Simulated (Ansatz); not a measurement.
# Re: pressure −1 GPa

Start from Re in the hcp (Mg type) structure (space group P6_3/mmc, No. 194; a = 2.758 Å, c = 4.463 Å).

Now apply this change: a negative pressure, −1 GPa.

The values are results of r2SCAN (Ansatz, a program for electronic structure), no spin-orbit coupling, not measurements. Settings: 19×19×11 k-points, 0.05 eV Fermi–Dirac smearing.

| quantity | base | changed | shift |
|---|---|---|---|
| density | 21.04 g/cm³ | 20.98 g/cm³ | -0.055 g/cm³ |
| lattice parameter a | 2.758 Å | 2.760 Å | +0.002 Å |
| c/a ratio | 1.618 | 1.618 | 0.000 |
| shortest interatomic distance | 2.741 Å | 2.744 Å | +0.0024 Å |
| band gap | zero | zero | – |

Final structure:

```
Re
1.0
    2.76027     0.00000     0.00000
   -1.38014     2.39047     0.00000
    0.00000     0.00000     4.46673
Re
2
Cartesian
  0.00000   1.59364   3.35005
  1.38014   0.79682   1.11668
```

Load acts through the strain it causes; cell and atoms are relaxed under it. Stability against distortions was not tested. The final runs are not spin-polarised.
